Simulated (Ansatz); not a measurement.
Consider CaF$_{2}$ in the fluorite structure (space group Fm-3m, No. 225).

```cif
data_Ca4F8
_chemical_formula_sum 'Ca4 F8'
_space_group_name_H-M_alt 'Fm-3m'
_space_group_IT_number 225
_space_group_name_Hall '-F 4 2 3'
_cell_length_a 5.51096
_cell_length_b 5.51096
_cell_length_c 5.51096
_cell_angle_alpha 90.000
_cell_angle_beta 90.000
_cell_angle_gamma 90.000
loop_
_atom_site_label
_atom_site_type_symbol
_atom_site_symmetry_multiplicity
_atom_site_Wyckoff_symbol
_atom_site_fract_x
_atom_site_fract_y
_atom_site_fract_z
_atom_site_occupancy
Ca1 Ca 4 a 0.00000 0.00000 0.00000 1
F1 F 8 c 0.25000 0.25000 0.25000 1
```
(The calculation used a cell of 3 atoms; values per cell refer to that cell.)

Method: Ansatz (a program for electronic structure), PBE, PAW, cutoff 420 eV, no spin-orbit coupling.

For the base:

| Item | Value |
|---|---|
| Valley order | Γ 7.14 eV; X along ⟨100⟩ 8.05 eV |

The change: a hydrostatic pressure of 5 GPa.

Problem. What does the calculation give for the mean gap deformation potential ΔEg/Δln V after the change?

Solution. The mean gap deformation potential ΔEg/Δln V is -6.0 eV.

Problem. How does this affect the valley order?

Solution. The valley order (the lowest conduction-band minima on the path, energy above the VBM, named in the base's zone) becomes Γ 7.48 eV; X along ⟨100⟩ 8.21 eV (base: Γ 7.14 eV; X along ⟨100⟩ 8.05 eV).

Load acts through the strain it causes; cell and atoms are relaxed under it. Stability against distortions was not tested. No other phases were tried under pressure.
